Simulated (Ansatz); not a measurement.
## One base run on SiO2 (P4_2/mnm, 6 atoms in the cell) and variants with one or two settings moved

```xyz
6
Lattice="4.2700 0.0000 0.0000 0.0000 4.2700 0.0000 0.0000 0.0000 2.7169" Properties=species:S:1:pos:R:3 pbc="T T T"
Si     2.1350     2.1350     1.3585
Si     0.0000     0.0000     0.0000
O      2.9598     2.9598     0.0000
O      1.3102     1.3102     0.0000
O      3.4452     0.8248     1.3585
O      0.8248     3.4452     1.3585
```

Base run A: PBE0, default PAW files made with PBE run with Ansatz (a quantum-chemistry and plane-wave program), self-consistent single point.

Its settings: basis.ecutwfc = 30.9 Ry; kpoints.mp_grid.grid = 5 5 8; hamiltonian.xc = pbe0; hamiltonian.pseudopotentials = {kind: paw} (the program's default PAW files); scf.occupations.method = fixed.

The starting cell comes from a database of computed structures (which also holds hypothetical and non-ambient phases and stackings), without a prior relaxation at this level. Its lattice was rescaled by a random factor within 2.5 % of one. In the base run, with a pressure of about -19 GPa the cell is away from its equilibrium volume at this level. Ansatz's pressure includes its estimate of the finite-basis (Pulay) stress.

ΔF is the free energy per atom less that of run A. A dash stands where there is no value to compare (another energy zero or no entropy term, no result, no spin, no clean gap, or a mesh too coarse for one). Absolute energies have different zeros for different potentials, functionals, Hubbard and dispersion terms and are not compared across them.

Run A gave: pressure (GPa) -18.71; largest force (eV/Å) 0.341; gap on the mesh (eV) 7.392; k-points 30.

Runs:
- B: hamiltonian.xc: pbe0 → pbe [PBE]
- C: hamiltonian.xc: pbe0 → hse06 [HSE06]
- D: kpoints.mp_grid.grid: 5 5 8 → 4 4 6; kpoints.mp_grid.shift: default → 0.5 0.5 0.5
- E: scf.convergence.dr2_threshold: default (1e-07 eV) → 1e-12 eV
- F: scf.mixing.algorithm: default (the program chose MSR1) → broyden; scf.mixing.ndim: default → 12
- G: scf.mixing.algorithm: default (the program chose MSR1) → broyden; scf.mixing.beta: default → 0.02
- H: scf.mixing.preconditioner: default (the program chose none) → local_kerker

Q: What does run C change against A?

A: The pressure hardly changes (-18.71 to -18.65 GPa), the largest force hardly changes (0.341 to 0.340 eV/Å) and the gap on the mesh goes from 7.392 to 6.629 eV.

Q: What does run D change against A?

A: The free energy stays essentially unchanged (within 1 meV/atom), the pressure stays at -18.71 GPa, the largest force hardly changes (0.341 to 0.340 eV/Å) and the gap on the mesh goes from 7.392 to 8.502 eV.

Q: What does run B change against A?

A: The pressure goes from -18.71 to -7.43 GPa, the largest force goes from 0.341 to 0.183 eV/Å and the gap on the mesh goes from 7.392 to 4.589 eV.

```csv
run,ΔF (meV/atom),pressure (GPa),largest force (eV/Å),gap on the mesh (eV),k-points
A,0.00,-18.71,0.341,7.392,30
B,–,-7.43,0.183,4.589,30
C,–,-18.65,0.340,6.629,30
D,-0.09,-18.71,0.340,8.502,9
E,0.00,-18.71,0.341,7.392,30
F,0.00,-18.72,0.341,7.392,30
G,0.00,-18.71,0.341,7.392,30
H,0.00,-18.72,0.341,7.392,30
```

Keys are those of Ansatz 0.2.
